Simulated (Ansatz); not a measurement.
Functionals compared on the (21-33) surface of hcp Mg in its 1x1 cell, outermost plane spacing 0.15 Å in the ideal cut, in Ansatz (plane waves, PAW). The structure was relaxed with PBE; the other rows are single points on it, each with its references at the same level. Cutoff 420 eV (500 eV for r2SCAN).

Set-up: 24 atoms, 10.0 Å thick at the start (thin: gaps and levels are the slab's own); mesh 6x5x1; 0.1 eV smearing; dipole correction on; all atoms relaxed; held to the start's symmetry, so lower structures may exist; no spin, no spin-orbit, no U. These notes are the PBE run's.

```csv
functional,surface energy (J/m²),work function of the top face (eV),rough cost of the single point
PBE,0.71,3.64,–
LDA,0.80,3.76,roughly 4 core-minutes
PBEsol,0.79,3.67,around 4 core-minutes (rough)
RPBE,0.65,3.57,about 4 core-minutes (a rough figure)
r2SCAN,0.80,3.70,about 8 core-minutes (a rough figure)
```

Ansatz is a quantum-chemistry and plane-wave program.
